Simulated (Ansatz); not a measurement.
**What isotropic strain −2.21 % does to MoP**

The parent structure is MoP (space group P-6m2, No. 187; a = 3.208 Å, c = 3.173 Å; relaxed with 0.1 eV smearing).

Now apply this change: every lattice vector is shortened by 2.21 %; the atoms relax in the strained cell.

The values are results of PBEsol (Ansatz, a quantum-chemistry and plane-wave program, PAW, spin-orbit coupling left out), not measurements. Γ-centred 21×21×18 mesh, Fermi–Dirac width 0.1 eV.

```csv
quantity,base,changed,shift
space group,P-6m2 (No. 187),P-6m2 (No. 187),–
shortest interatomic distance,2.438 Å,2.385 Å,-0.0539 Å
energy relative to the base (free energy F),0 meV/atom,+51 meV/atom,+51 meV/atom
band gap,zero,zero,–
```

No phonon test of stability was made. The final runs are not spin-polarised. An odd electron count without spin: MoP.
